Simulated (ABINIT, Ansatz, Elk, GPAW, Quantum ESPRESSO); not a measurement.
## SnO (Pmn2_1, 4 atoms in the cell) computed with different codes at matched settings

Self-consistent single point.

```xyz
4
Lattice="3.4258 0.0000 0.0000 0.0000 5.7938 0.0000 0.0000 0.0000 4.3111" Properties=species:S:1:pos:R:3 pbc="T T T"
Sn     0.0000     1.3436     2.2122
Sn     1.7129     4.4502     0.0566
O      0.0000     5.1637     3.1766
O      1.7129     0.6301     1.0211
```

Shared settings, as Ansatz (a first-principles code) writes them: kpoints.mp_grid.grid = 4 2 3; scf.occupations.method = fermi_dirac; scf.occupations.width = 0.05 eV. Potentials and cutoffs stand in the table.

| code | model | pressure (GPa) | largest force (eV/Å) | gap on the mesh (eV) | cutoff |
|---|---|---|---|---|---|
| Elk | PBEsol, all-electron FP-LAPW, Elk's shipped species files, default APW+lo basis | – | – | 1.669 | rgkmax 7 |
| Quantum ESPRESSO | PBEsol, GBRV 1.5 ultrasoft (PBESOL) pseudopotentials | -6.89 | 1.161 | 1.661 | 40 Ry |
| ABINIT | PBEsol, norm-conserving pseudopotentials (PseudoDojo nc-sr-04 PBEsol standard) | -6.90 | 1.180 | 1.663 | 84 Ry |
| Ansatz | PBEsol, PAW files made with PBE | -7.14 | 1.196 | 1.664 | 420 eV |
| GPAW | PBEsol, GPAW PAW datasets PBEsol (made by gpaw-setup) | – | 1.246 | 1.652 | 950 eV |

Size of the force on each atom (eV/Å): Sizes of forces hide their directions.

```
code                Sn1    Sn2     O3     O4
----------------  -----  -----  -----  -----
Quantum ESPRESSO  1.161  1.161  0.387  0.387
ABINIT            1.180  1.180  0.392  0.392
Ansatz            1.196  1.196  0.399  0.399
GPAW              1.246  1.246  0.426  0.426
```

A dash marks a value that a program does not give, or that is left out as unsure.

Gaps are read on the mesh. Another mesh or the band path gives a smaller gap, so these values are not converged in the mesh.

The spread over the programs that give each value: pressure within 0.25 GPa; largest force within 0.085 eV/Å; gap on the mesh within 0.017 eV.

Elk treats all electrons, but the usual bases taken here (sphere radii, linearisation, local orbitals, empty states) were not tested for convergence, so the values are no reference for the others. Ansatz's pressure is given at a fixed set of plane waves, as the other plane-wave codes print theirs; with its correction for the finite basis it is -6.96 GPa. The pressure of GPAW is left out: its cutoff lies under the one at which its stress was checked.

On the base mesh (8 5 6) the same programs gave: Ansatz pressure -7.04 GPa, gap on the mesh 1.512 eV; Quantum ESPRESSO pressure -6.79 GPa, gap on the mesh 1.510 eV; ABINIT pressure -6.79 GPa, gap on the mesh 1.509 eV; GPAW gap on the mesh 1.502 eV; Elk gap on the mesh 1.514 eV.

The values differ from the base mesh's, so the mesh still matters here: the table compares the programs at equal settings.

The starting cell comes from a database of computed structures (which also holds hypothetical and non-ambient phases and stackings), without a prior relaxation at this level. Its lattice was rescaled by a random factor within 2.5 % of one.

Left out of this page: CP2K (unsound by tests on forces, stress, charge or solver warnings).

Keys are those of Ansatz 0.2.
